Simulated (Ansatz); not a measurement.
**A computed series for HfO2: pressure series**

The reference is HfO₂ in the fluorite structure (space group Fm-3m, No. 225; a = 5.0438 Å).

Cell and atoms are relaxed at each pressure.

Calculations: PBEsol, PAW, 420 eV (Ansatz, an electronic-structure program; no SOC).

```tsv
variant	density	width of the top valence band
base	10.90 g/cm³	1.88 eV
pressure −2 GPa	10.81 g/cm³	1.87 eV
pressure −1 GPa	10.85 g/cm³	1.87 eV
pressure 0.9 GPa	10.93 g/cm³	1.88 eV
pressure 2.1 GPa	10.98 g/cm³	1.89 eV
pressure 4.5 GPa	11.08 g/cm³	1.90 eV
pressure 9 GPa	11.25 g/cm³	1.92 eV
pressure 15 GPa	11.47 g/cm³	1.94 eV
pressure 22.5 GPa	11.72 g/cm³	[?]
pressure 30 GPa	[?]	1.98 eV
```

Some entries are withheld; estimate them.


- pressure 22.5 GPa, width of the top valence band: 1.96 eV
- pressure 30 GPa, density: 11.96 g/cm³

Spin-orbit coupling, missing from the scalar runs, can matter with Hf. The levels and masses belong to the bands next to the band gap. Load acts through the strain it causes; cell and atoms are relaxed under it. Whether these cells are dynamically stable was not tested. Competing high-pressure phases were not computed. This is not the structure that HfO2 has at room temperature and ambient pressure.
